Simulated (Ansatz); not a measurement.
Pt₃In (Pm-3m, No. 221, 4 atoms in the cell; start mp-20516) was calculated with PBEsol (Ansatz, a quantum-chemistry and plane-wave program, PAW).

Numerical settings: plane-wave cutoff 520 eV, 14×14×14 k mesh, Fermi–Dirac smearing 0.05 eV, scalar-relativistic PAW data made under PBE.

Cell (relaxed at this level):

InPt$_{3}$ has the cubic space group Pm-3m (No. 221), the Cu3Au type structure, Pearson symbol cP4. Lattice parameters: a = b = c = 3.993 Å, α = β = γ = 90.00°. In on 1a is surrounded by 12 Pt at 2.823 Å (cuboctahedral). Pt on 3c has 8 Pt at 2.823 Å and 4 In at 2.823 Å (cuboctahedral). (Neighbours: up to the widest gap in distance over summed covalent radii, below 1.35, at either atom.)

Estimate the bulk modulus that the calculation returns.


- bulk modulus: 228 GPa

The run finds no gap.

Note: the bulk modulus is −V dP/dV from two relaxed cells at ±2 % in volume; the relaxation could not lower the start's symmetry, so the cell can be a saddle point above a distorted one.

Spin–orbit coupling is not included.

Computed values are for the static lattice.

Cost on a shared machine: around 2.0 core-minutes (rough).

A start named mp-… is a Materials Project structure, which need not be a measured phase.
